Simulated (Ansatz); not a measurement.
BeS under a change: uniaxial stress, 8 GPa tension along z

The parent structure is BeS in the zinc blende structure (space group F-43m, No. 216; a = 4.869 Å). Axes: x, y, z lie along the cube axes.

One thing is altered: uniaxial stress, 8 GPa tension along z, with the cell and atoms free to relax against it.

The values are results of r2SCAN (Ansatz, a first-principles code; PAW; 500 eV plane waves; no spin-orbit coupling), not measurements. k-mesh 12×12×12 (Γ-centred); smearing 0.05 eV (Fermi–Dirac).

The volume per atom rises by 0.42 Å³ (14.42 Å³ → 14.84 Å³) and the space group becomes I-4m2 (No. 119) (base: F-43m (No. 216)). The shortest interatomic distance rises by 0.023 Å, from 2.108 Å to 2.131 Å and the energy grows by 21 meV/atom. The band gap drops by 0.26 eV, from 3.59 eV to 3.33 eV and the gap character is indirect, Γ → X. The smallest direct gap shrinks by 0.266 eV, from 6.22 eV to 5.96 eV and the electron mass becomes 0.76 mₑ along k, 0.30 mₑ across (at X) (base: 0.79 mₑ along k, 0.29 mₑ across (at X)). The valence-band top at Γ (three highest levels, from the VBM) becomes 0.00, 0.00, -0.44 eV (base: 0.00, 0.00, 0.00 eV) and the valley order (the lowest conduction-band minima on the path, energy above the VBM, named in the base's zone) changes from X along ⟨100⟩ 3.59 eV to X along [010] 3.33 eV; X along [001] 3.90 eV. The strain response (xx, yy, zz) amounts to (−1.43, −1.43, +5.90) %.

Final structure:

```yaml
crystal:
  lattice:
    - [0.00000, 2.39936, 2.57797]
    - [2.39936, 0.00000, 2.57797]
    - [2.39936, 2.39936, 0.00000]
  atoms:
    - { symbol: S, position: [0.75000, 0.75000, 0.75000] }
    - { symbol: Be, position: [0.00000, 0.00000, 0.00000] }
```

Masses are band curvatures over ±0.01 Å⁻¹ around the edge. Along k means along the line from Γ to the band edge. Stability under load was not tested beyond the relaxation. Labels are those of the standard path for the cell's own space group.
